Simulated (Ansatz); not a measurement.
Take CuAu (space group P4/mmm, No. 123; a = 2.8129 Å, c = 3.5930 Å; relaxed with 0.1 eV smearing) as the base. Axes: x, y, z lie along a, b, c of the conventional cell.

All numbers come from PBEsol (Ansatz, a program for electronic structure, PAW, spin-orbit coupling left out).

One thing is altered: the cell is compressed by 1.00 % along z with no lateral relaxation, atoms relaxed at fixed cell.

Predict the stress tensor and what it implies for the stiffness.

Stress of the strained cell less that of the base (GPa, compression positive):
```
    1.7     0.0     0.0
    0.0     1.7     0.0
    0.0     0.0     1.9
```

Then −Δσ_ii/ε with ε = -0.0100 gives relaxed-ion elastic constants: C33 ≈ 187 GPa, C13 ≈ 167 GPa and C23 ≈ 167 GPa.

Whether these cells are dynamically stable was not tested. All final runs are without spin polarisation.
